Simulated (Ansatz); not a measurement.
Take MgS in the rock salt structure (space group Fm-3m, No. 225; a = 5.203 Å) as the base.

The values are results of plane-wave PAW DFT at the r2SCAN level (Ansatz, a first-principles code, 500 eV), no SOC, not measurements.

One change was made to it. Results:

The volume per atom drops by 5.17 Å³ to 12.44 Å³; the band gap drops by 2.13 eV to 1.33 eV.

**Question.** Which change produced these results?
A) Mg → Be
B) S → Se
C) Mg → Na

**Answer.** A, Mg → Be. For comparison, the band gap in the other runs: S → Se gives 2.48 eV; Mg → Na gives zero.

No phonon test of stability was made. As relaxed here, BeS and NaS are hypothetical phases, not in the database extracts checked. The final runs are not spin-polarised. An odd electron count without spin: NaS.
